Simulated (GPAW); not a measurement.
## A self-consistent single point of LaInPt₄ (F-43m, 6 atoms in the cell) with GPAW

Level of theory: LDA (Perdew-Wang 92), GPAW PAW datasets LDA (gpaw-data 1.0.1) (plane waves; GPAW).

This input was run:

```python
from ase import Atoms
from ase.units import GPa
from gpaw import GPAW

atoms = Atoms(['La', 'In', 'Pt', 'Pt', 'Pt', 'Pt'],
              cell=[[0.000000, 3.851225, 3.851225],
                    [3.851225, 0.000000, 3.851225],
                    [3.851225, 3.851225, 0.000000]],
              scaled_positions=[[0.000000, 0.000000, 0.000000],
                                [0.750000, 0.750000, 0.750000],
                                [0.375720, 0.375720, 0.375720],
                                [0.872840, 0.375720, 0.375720],
                                [0.375720, 0.375720, 0.872840],
                                [0.375720, 0.872840, 0.375720]],
              pbc=True)

calc = GPAW(mode={'name': 'pw', 'ecut': 800},
            xc='LDA',
            kpts={'size': (4, 4, 4), 'gamma': True},
            occupations={'name': 'fermi-dirac', 'width': 0.1},
            nbands=-14,
            convergence={'density': 1e-05, 'energy': 1e-05},
            symmetry={'symmorphic': False, 'tolerance': 0.0005},
            maxiter=120)

atoms.calc = calc

energy = atoms.get_potential_energy()
print('Energy (eV):', round(energy, 6))
forces = atoms.get_forces()
print('Forces (eV/Ang):')
print(forces.round(5))
stress = atoms.get_stress()
print('Stress (GPa, Voigt):', (stress / GPa).round(4))
```

Output, abridged:

```
Input parameters:
  convergence: {density: 1e-05,
                energy: 1e-05}
  kpts: {gamma: True,
         size: (4, 4, 4)}
  maxiter: 120
  mode: {ecut: 800,
         name: pw}
  nbands: -14
  occupations: {name: fermi-dirac,
                width: 0.1}
  symmetry: {symmorphic: False,
             tolerance: 0.0005}

species:
  La:
    name: Lanthanum
    Z: 57.0
    valence: 11
    core: 46
    charge: 0.0
    file: La.LDA.gz

    # Using partial waves for La as LCAO basis

  In:
    name: Indium
    Z: 49.0
    valence: 13
    core: 36
    charge: 0.0
    file: In.LDA.gz

    # Using partial waves for In as LCAO basis

  Pt:
    name: Platinum
    Z: 78.0
    valence: 16
    core: 62
    charge: 0.0
    file: Pt.LDA.gz

    # Using partial waves for Pt as LCAO basis

Reference energy: -2391159.908808  # eV

Spin-paired calculation

Convergence criteria:
 Maximum [total energy] change in last 3 cyles: 1e-05 eV / valence electron
 Maximum integral of absolute [dens]ity change: 1e-05 electrons / valence electron
 Maximum integral of absolute [eigenst]ate change: 4e-08 eV^2 / valence electron
 Maximum number of scf [iter]ations: 120

Symmetries present (total): 24
Symmetries with fractional translations: 0
64 k-points: 4 x 4 x 4 Monkhorst-Pack grid + [1/8,1/8,1/8]
8 k-points in the irreducible part of the Brillouin zone
       k-points in crystal coordinates                weights
   0:     0.00000000    0.00000000    0.00000000          1/64
   1:     0.25000000    0.25000000    0.00000000          6/64
   2:     0.25000000    0.25000000    0.25000000          8/64
   [... 5 lines left out ...]

Wave functions: Plane wave expansion
  Cutoff energy: 800.000 eV
  Number of coefficients (min, max): 5845, 5961
  Pulay-stress correction: 0.000000 eV/Ang^3 (de/decut=0.000000)

Occupation numbers: Fermi-Dirac:
  width: 0.1000  # eV

Eigensolver

Densities:
  Coarse grid: 36*36*36 grid
  Fine grid: 72*72*72 grid
  Total Charge: 0.000000

Density mixing:
  Method: separate
  Backend: pulay
  Linear mixing parameter: 0.05
  old densities: 5
  Damping of long wavelength oscillations: 50

Hamiltonian:
  XC and Coulomb potentials evaluated on a 72*72*72 grid
  External potential:
    NoExternalPotential

Number of atoms: 6
Number of atomic orbitals: 77
Number of bands in calculation: 58
Number of valence electrons: 88
Bands to converge: occupied

Density initialized from atomic densities
  58 bands from LCAO basis set

Atomic positions and initial magnetic moments

Positions:
   0 La     0.000000    0.000000    0.000000    ( 0.0000,  0.0000,  0.0000)
   1 In     5.776838    5.776838    5.776838    ( 0.0000,  0.0000,  0.0000)
   2 Pt     2.893965    2.893965    2.893965    ( 0.0000,  0.0000,  0.0000)
   3 Pt     2.893965    4.808485    4.808485    ( 0.0000,  0.0000,  0.0000)
   4 Pt     4.808485    4.808485    2.893965    ( 0.0000,  0.0000,  0.0000)
   5 Pt     4.808485    2.893965    4.808485    ( 0.0000,  0.0000,  0.0000)

Unit cell:
           periodic     x           y           z      points  spacing
  1. axis:    yes    0.000000    3.851225    3.851225    36     0.1235
  2. axis:    yes    3.851225    0.000000    3.851225    36     0.1235
  3. axis:    yes    3.851225    3.851225    0.000000    36     0.1235

  Lengths:   5.446455   5.446455   5.446455
  Angles:   60.000000  60.000000  60.000000

Effective grid spacing dv^(1/3) = 0.1348

     iter     time        total  log10-change:
                         energy   eigst   dens
iter:   1 --:--:--   -48.565827
iter:   2 --:--:--   -47.598974   -1.13  -1.34
iter:   3 --:--:--   -46.185842   -1.50  -1.39
iter:   4 --:--:--   -45.610220   -1.58  -1.54
iter:   5 --:--:--   -45.376923   -1.68  -1.72
iter:   6 --:--:--   -45.352819   -2.87  -2.26
iter:   7 --:--:--   -45.314270   -2.67  -2.35
iter:   8 --:--:--   -45.313075   -3.08  -2.59
iter:   9 --:--:--   -45.308689   -3.91  -2.60
iter:  10 --:--:--   -45.310887   -3.95  -2.80
iter:  11 --:--:--   -45.308186   -4.12  -2.73
iter:  12 --:--:--   -45.308129   -4.49  -3.20
iter:  13 --:--:--   -45.308151c  -5.51  -3.31
iter:  14 --:--:--   -45.308084c  -5.99  -3.30
iter:  15 --:--:--   -45.308137c  -5.85  -3.32
iter:  16 --:--:--   -45.308133c  -4.95  -3.29
iter:  17 --:--:--   -45.308045c  -5.30  -3.39
iter:  18 --:--:--   -45.307990c  -5.75  -3.44
   [... 4 lines left out ...]
iter:  23 --:--:--   -45.307838c  -6.82  -3.78
iter:  24 --:--:--   -45.307858c  -6.36  -3.86
iter:  25 --:--:--   -45.307853c  -7.13  -3.93
iter:  26 --:--:--   -45.307806c  -6.37  -3.98
iter:  27 --:--:--   -45.307817c  -7.13  -4.33
iter:  28 --:--:--   -45.307819c  -7.81c -4.60
iter:  29 --:--:--   -45.307818c  -7.79c -4.68
iter:  30 --:--:--   -45.307822c  -8.06c -4.75
iter:  31 --:--:--   -45.307823c  -8.28c -4.92
iter:  32 --:--:--   -45.307823c  -9.02c -5.11c

Converged after 32 iterations.

Dipole moment: (12.753833, 12.753833, 12.753833) |e|*Ang

Energy contributions relative to reference atoms: (reference = -2391159.908808)

Kinetic:        -19.353278
Potential:      +13.807476
External:        +0.000000
XC:             -37.013646
Entropy (-ST):   -0.076097
Local:           -2.710328
SIC:             +0.000000
--------------------------
Free energy:    -45.345872
Extrapolated:   -45.307823

Showing only first 2 kpts
 Kpt  Band  Eigenvalues  Occupancy
  0    42     10.30512    1.99593
  0    43     11.44675    0.01074
  0    44     11.44675    0.01074
  0    45     11.44675    0.01074

  1    42      9.78088    1.99998
  1    43     10.07414    1.99960
  1    44     11.97325    0.00006
  1    45     11.97325    0.00006

Fermi level: 10.92464

No gap
No difference between direct/indirect transitions
Energy (eV): -45.307823

Forces in eV/Ang:
  0 La    0.00000    0.00000    0.00000
  1 In   -0.00000   -0.00000    0.00000
  2 Pt    0.02483    0.02483    0.02483
  3 Pt    0.02483   -0.02483   -0.02483
  4 Pt   -0.02483   -0.02483    0.02483
  5 Pt   -0.02483    0.02483   -0.02483

Stress tensor:
     0.049618     0.000000    -0.000000
     0.000000     0.049618    -0.000000
    -0.000000    -0.000000     0.049618
Stress (GPa, Voigt): [ 7.9496  7.9496  7.9496 -0.     -0.      0.    ]
```

The run converged in 32 iterations. GPAW prints stress with tension positive.

The starting cell comes from a database of computed structures (which also holds hypothetical and non-ambient phases and stackings), without a prior relaxation at this level. Spin-orbit coupling is off. Spin polarisation is off. With a pressure of about -8 GPa the cell is away from its equilibrium volume at this level.

Cost on one core of a shared machine: roughly 3 min.
